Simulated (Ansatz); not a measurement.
Take CrCuO2 (space group R-3m, No. 166; a = 2.9638 Å, c = 16.9204 Å (hexagonal axes); ferromagnetic) as the base.

All numbers come from PBEsol (Ansatz, an electronic-structure program), scalar-relativistic without spin-orbit coupling.

Base values:

The c/a ratio comes out as 5.709 and the band gap is 0.92 eV.

Perturbation: cell and atoms relaxed at a pressure of 15 GPa.

**Question.** What happens to the c/a ratio?

**Answer.** The c/a ratio increases by 0.184 to 5.893.

**Question.** What happens to the band gap?

**Answer.** The band gap drops by 0.404 eV, from 0.92 eV to 0.51 eV.

Load acts through the strain it causes; cell and atoms are relaxed under it. Stability against distortions was not tested. No other phases were tried under pressure. No Hubbard U is applied and the magnetic state is the run's own (CrCuO2 ferromagnetic); other magnetic orders, which need larger cells, were not tried and can change the gap. A gap here joins edges of opposite spin (a spin-flip gap).
